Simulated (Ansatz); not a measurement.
Ansatz (an electronic-structure program), DFT, LDA, plane waves, its default PAW files: Rb2TaCuS4 (from the phase in space group 70, mp-11923) (S8Cu2Rb4Ta2), 16 atoms, spin-polarised from a ferromagnetic start (1 μB on Cu), ending non-magnetic. Basis and mesh were picked for this test and aren't claimed converged.

```yaml
cell: 13.99, 12.48, 7.47 Å; 85.2, 62.7, 32.1°
task: single point
k mesh: 4×4×4
hamiltonian.xc: lda
kind_of_files: paw
scf.occupations.method: fermi_dirac
scf.occupations.width: 0.05 eV
output.forces: true
magnetization.spin_polarized: true
binding of workers (--pin): off
k-point pools (--kpoint-pools): 1
memory maximum (--max-ram): 8GiB
accuracy: medium (default)
basis.precision: auto (default)
basis.xc_grid: 1 (default)
scf.mixing.algorithm: auto (default)
scf.mixing.preconditioner: auto (default)
scf.convergence.dr2_threshold: 1e-07 (default)
scf.lower_state_search: light (default)
k-points after symmetry (for each spin): 18
bands_at_the_start: 91
electrons: 148
plane waves at Γ: 9263
cutoff (eV): 420
FFT grid: 40×90×50
symmetry_operations: 8
```

One run each.

All on 4 threads. Base settings, kept where nothing else is said: scf.eigensolver.kind = auto (default), scf.eigensolver.mixed_precision = false (default), scf.eigensolver.cushion = auto (default), scf.eigensolver.full_accuracy = false (default), scf.algorithm = auto (default) (scf.eigensolver.max_subspace_factor, scf.eigensolver.real_solve not set). The settings tried:
- scf.eigensolver.mixed_precision = true
- scf.algorithm = density_mixing
- the base settings
- scf.eigensolver.kind = davidson, scf.eigensolver.cushion = true
- scf.eigensolver.full_accuracy = true
- scf.eigensolver.real_solve = false
- scf.eigensolver.kind = davidson, scf.eigensolver.max_subspace_factor = 2
- scf.eigensolver.kind = davidson, scf.eigensolver.mixed_precision = true
- scf.eigensolver.kind = davidson, scf.eigensolver.max_subspace_factor = 6
- scf.algorithm = direct_min
- scf.eigensolver.kind = davidson

Q: Which settings need the fewest applications of H to a band, which the most, and do any fail to converge?

A: Fewest applications of H to a band, with those close behind: scf.eigensolver.real_solve = false (106169); the base settings (106463); scf.algorithm = density_mixing (106463). Most among those that reach the base run's result: scf.eigensolver.full_accuracy = true (303232); scf.algorithm = direct_min (297522). All converged.

```tsv
setting	applications of H to a band	SCF iterations (all cycles of the run, searches included)	end
scf.eigensolver.real_solve = false	106169	15	converged
the base settings	106463	15	converged
scf.algorithm = density_mixing	106463	15	converged
scf.eigensolver.kind = davidson	145381	17	converged
scf.eigensolver.kind = davidson, scf.eigensolver.max_subspace_factor = 6	145381	17	converged
scf.eigensolver.kind = davidson, scf.eigensolver.cushion = true	147218	16	converged
scf.eigensolver.kind = davidson, scf.eigensolver.max_subspace_factor = 2	156500	18	converged
scf.eigensolver.kind = davidson, scf.eigensolver.mixed_precision = true	163900	17	converged
scf.eigensolver.mixed_precision = true	163900	17	converged
scf.algorithm = direct_min	297522	16	converged
scf.eigensolver.full_accuracy = true	303232	16	converged
```

An iteration's cost differs between solvers, so these counts don't give the time.

Keys are those of Ansatz 0.2.
